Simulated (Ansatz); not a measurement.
# A computed series for ZnS: pressure series

Base system: ZnS in the wurtzite structure (space group P6_3mc, No. 186; a = 3.782 Å, c = 6.208 Å).

Cell and atoms are relaxed at each pressure.

Computed with PBEsol/PAW in Ansatz (a first-principles code), without spin-orbit coupling.

```json
[
 {"P (GPa)": "-1.99", "V (Å³/atom)": "19.749"},
 {"P (GPa)": "-0.99", "V (Å³/atom)": "19.476"},
 {"P (GPa)": "0.91", "V (Å³/atom)": "19.010"},
 {"P (GPa)": "2.11", "V (Å³/atom)": "18.743"},
 {"P (GPa)": "4.50", "V (Å³/atom)": "18.266"},
 {"P (GPa)": "9.00", "V (Å³/atom)": "17.513"},
 {"P (GPa)": "14.99", "V (Å³/atom)": "16.709"},
 {"P (GPa)": "22.50", "V (Å³/atom)": "15.912"},
 {"P (GPa)": "30.00", "V (Å³/atom)": "15.267"}
]
```

A third-order Birch–Murnaghan fit to these points gives V₀ = 19.23 Å³/atom, B₀ = 79 GPa and B₀′ = 4.3. At pressure 30 GPa the volume is 79.4 % of V₀.

Between the base and pressure 9 GPa the gap moves from 2.15 eV to 2.56 eV, a mean slope of 45 meV/GPa.

Load acts through the strain it causes; cell and atoms are relaxed under it. Whether these cells are dynamically stable was not tested. Tetrahedral semiconductors of this kind turn to denser phases somewhere between about 1 and 50 GPa; those were not computed, so compressed cells here can lie past the real transition.
